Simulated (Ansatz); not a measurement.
## What isotropic strain −1.50 % does to PbTe

The reference is PbTe in the rock salt structure (space group Fm-3m, No. 225; a = 6.534 Å).

Modification: every lattice vector is shortened by 1.50 %, atoms relaxed at fixed cell.

Level of theory: r2SCAN (Ansatz, an electronic-structure program; PAW; 500 eV plane waves; scalar-relativistic without spin-orbit coupling). k-mesh 9×9×9 (Γ-centred); smearing 0.05 eV (Fermi–Dirac).

```json
[
 {"quantity": "volume per atom", "base": "34.87 Å³", "changed": "33.33 Å³", "shift": "-1.546 Å³"},
 {"quantity": "shortest interatomic distance", "base": "3.267 Å", "changed": "3.218 Å", "shift": "-0.049 Å"},
 {"quantity": "energy relative to the base (free energy F)", "base": "0 meV/atom", "changed": "+9.8 meV/atom", "shift": "+9.8 meV/atom"},
 {"quantity": "pressure", "base": "0.00 GPa", "changed": "2.12 GPa", "shift": "+2.114 GPa"},
 {"quantity": "band gap", "base": "1.09 eV", "changed": "0.99 eV", "shift": "-0.10 eV"},
 {"quantity": "gap character", "base": "direct at L", "changed": "direct at L", "shift": "–"},
 {"quantity": "mean gap deformation potential ΔEg/Δln V", "base": "–", "changed": "+2.2 eV", "shift": "–"},
 {"quantity": "width of the top valence band", "base": "2.77 eV", "changed": "3.06 eV", "shift": "+0.29 eV"},
 {"quantity": "electron mass", "base": "0.34 mₑ along k, 0.12 mₑ across (at L)", "changed": "0.32 mₑ along k, 0.12 mₑ across (at L)", "shift": "–"},
 {"quantity": "hole mass", "base": "0.57 mₑ along k, 0.088 mₑ across (at L)", "changed": "0.50 mₑ along k, 0.074 mₑ across (at L)", "shift": "–"},
 {"quantity": "valley order (the lowest conduction-band minima on the path, energy above the VBM, named in the base's zone)", "base": "L along ⟨111⟩ 1.09 eV; a point along ⟨110⟩, about 0.5 Å⁻¹ from Γ 1.61 eV; a point along ⟨100⟩, about 0.3 Å⁻¹ from Γ 2.01 eV", "changed": "L along ⟨111⟩ 0.99 eV; a point along ⟨110⟩, about 0.5 Å⁻¹ from Γ 1.54 eV; a point along ⟨100⟩, about 0.3 Å⁻¹ from Γ 1.94 eV", "shift": "–"}
]
```

Spin-orbit coupling, missing from the scalar runs, can matter with Pb and Te. Masses are band curvatures over ±0.01 Å⁻¹ around the edge. Along k means along the line from Γ to the band edge. Stability against distortions was not tested.
